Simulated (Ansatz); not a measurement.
Worked example: self-consistent single point of K₂Pd (P4mm, 3 atoms in the cell) in Ansatz (a quantum-chemistry and plane-wave program).

Method: PBEsol, default PAW files made with PBE (plane waves; Ansatz).

The change in words: lattice scaled by 0.98; kpoints.mp_grid.grid: 6 6 9 → 11 11 18. Reference geometry:
```
CELL_PARAMETERS angstrom
      5.68409     0.00000     0.00000
      0.00000     5.68409     0.00000
      0.00000     0.00000     3.67632
ATOMIC_POSITIONS crystal
  K  0.00000 0.50000 0.50000
  K  0.50000 0.00000 0.50000
  Pd 0.00000 0.00000 0.01360
```

Reference input (self-consistent single point, DFT, PBEsol, plane waves, default PAW files made with PBE): basis.ecutwfc = 420 eV; kpoints.mp_grid.grid = 6 6 9; hamiltonian.xc = pbesol; hamiltonian.pseudopotentials = {kind: paw} (the program's default PAW files); scf.occupations.method = fermi_dirac; scf.occupations.width = 0.1 eV. This run's input differs from it in these lines:

Ansatz 0.2 input:
```diff
@@ -2,5 +2,5 @@
   lattice:
-    - [5.684091, 0.000000, 0.000000]
-    - [0.000000, 5.684091, 0.000000]
-    - [0.000000, 0.000000, 3.676316]
+    - [5.570409, 0.000000, 0.000000]
+    - [0.000000, 5.570409, 0.000000]
+    - [0.000000, 0.000000, 3.602790]
   atoms:
@@ -12,3 +12,3 @@
 kpoints:
-  mp_grid: { grid: [6, 6, 9] }
+  mp_grid: { grid: [11, 11, 18] }
 hamiltonian:
```

Log, with long lists cut:

```
SCF iter   1: F=—  HF=-9938.037840 eV  |F-HF|=—  |Δ(HF+E_count)|=         —  Δρ=4.65e-3  dr2=3.24e-2  ethr=1.77e-3  ⟨swp⟩=5.4  Hψ=20878  notcnv=0
all-band conjugate gradients solve this SCF's bands
preconditioner: auto → LDOS
SCF iter   2: F=—  HF=-9938.047644 eV  |F-HF|=—  |Δ(HF+E_count)|=   9.80e-3  Δρ=7.82e-3  dr2=8.35e-2  ethr=8.99e-5  ⟨swp⟩=2.5  Hψ=10641  notcnv=0
SCF iter   3: F=—  HF=-9938.033623 eV  |F-HF|=—  |Δ(HF+E_count)|=   1.40e-2  Δρ=1.15e-3  dr2=1.58e-3  ethr=8.99e-5  ⟨swp⟩=2.0  Hψ=8548  notcnv=0
SCF iter   4: F=—  HF=-9938.033329 eV  |F-HF|=—  |Δ(HF+E_count)|=   2.94e-4  Δρ=8.61e-5  dr2=2.34e-5  ethr=4.38e-6  ⟨swp⟩=2.0  Hψ=6427  notcnv=0
SCF iter   5: F=—  HF=-9938.033351 eV  |F-HF|=—  |Δ(HF+E_count)|=   2.19e-5  Δρ=6.26e-5  dr2=5.48e-6  ethr=6.49e-8  ⟨swp⟩=2.8  Hψ=8759  notcnv=0
SCF iter   6: F=—  HF=-9938.033350 eV  |F-HF|=—  |Δ(HF+E_count)|=   3.17e-7  Δρ=1.05e-5  dr2=1.44e-7  ethr=1.52e-8  ⟨swp⟩=2.0  Hψ=7101  notcnv=0
SCF iter   7: F=-9938.033350 eV  HF=-9938.033350 eV  |F-HF|=4.39e-9  |Δ(HF+E_count)|=   6.70e-9  Δρ=3.09e-6  dr2=9.29e-9  ethr=2.78e-10  ⟨swp⟩=4.5  Hψ=16039  notcnv=0
SCF 1 converged in 7 iterations: F = -9938.033350 eV  dr2 = 9.29e-9
Free energy (F): -9938.033350 eV
Internal energy: -9937.994686 eV  (E = F + TS)
E sigma→0 (E₀):  -9938.014018 eV
Entropy (-TS):   -0.038665 eV (-12.888 meV/atom)
Fermi energy:    5.222684 eV
--- Forces (eV/Å), atoms counted from 1 ---
  atom   1  K      0.00000000     0.00000000     0.02432485
  atom   2  K      0.00000000     0.00000000     0.02432485
  atom   3  Pd    -0.00000000     0.00000000    -0.04850568
--- Stress (GPa, compression-positive) ---
       -0.118657      -0.000000      -0.000000
       -0.000000      -0.118657      -0.000000
       -0.000000      -0.000000      -0.837822
  P = ⅓ Tr σ = -0.3584 GPa (-3.584 kbar)
  The stress holds the Pulay correction. Without it, at fixed plane waves, as pw.x and ABINIT print it: P = -0.3638 GPa
```

The run converged in 7 iterations. Against the reference run the free energy falls by 12.1 meV/atom, the pressure goes from -0.99 to -0.36 GPa and the largest force goes from 0.040 to 0.049 eV/Å.

The starting cell comes from a database of computed structures (which also holds hypothetical and non-ambient phases and stackings), without a prior relaxation at this level. Its lattice was rescaled by up to half a per cent. One atom was moved a little off its site on purpose. For this run, on top of that: lattice scaled by 0.98. Spin polarisation is off. Ansatz's pressure includes its estimate of the finite-basis (Pulay) stress.

Cost on one core of a shared machine: roughly 40 s.
